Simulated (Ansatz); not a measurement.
**A computed series for RuSi: pressure series**

The parent structure is RuSi (space group P2_13, No. 198; a = 4.7064 Å).

Cell and atoms are relaxed at each pressure.

Computed with DFT with r2SCAN, PAW potentials and a 500 eV plane-wave cutoff in Ansatz (a quantum-chemistry and plane-wave program), without spin-orbit coupling, earlier PAW set.

```json
[
 {"case": "base", "shortest interatomic distance": "4.496 bohr", "width of the top valence band": "1.18 eV", "smallest direct gap": "0.41 eV"},
 {"case": "pressure −2 GPa", "shortest interatomic distance": "4.502 bohr", "width of the top valence band": "1.17 eV", "smallest direct gap": "0.41 eV"},
 {"case": "pressure −1 GPa", "shortest interatomic distance": "4.499 bohr", "width of the top valence band": "1.18 eV", "smallest direct gap": "0.41 eV"},
 {"case": "pressure 1.8 GPa", "shortest interatomic distance": "4.490 bohr", "width of the top valence band": "1.19 eV", "smallest direct gap": "0.41 eV"},
 {"case": "pressure 4.2 GPa", "shortest interatomic distance": "4.483 bohr", "width of the top valence band": "1.21 eV", "smallest direct gap": "0.41 eV"},
 {"case": "pressure 9 GPa", "shortest interatomic distance": "(withheld)", "width of the top valence band": "(withheld)", "smallest direct gap": "0.41 eV"},
 {"case": "pressure 30 GPa", "shortest interatomic distance": "(withheld)", "width of the top valence band": "1.32 eV", "smallest direct gap": "0.39 eV"}
]
```

Q: What belongs in the blanks?

A: 
- pressure 9 GPa, shortest interatomic distance: 4.469 bohr
- pressure 9 GPa, width of the top valence band: 1.23 eV
- pressure 30 GPa, shortest interatomic distance: 4.411 bohr

Load acts through the strain it causes; cell and atoms are relaxed under it. Whether these cells are dynamically stable was not tested. Competing high-pressure phases were not computed.
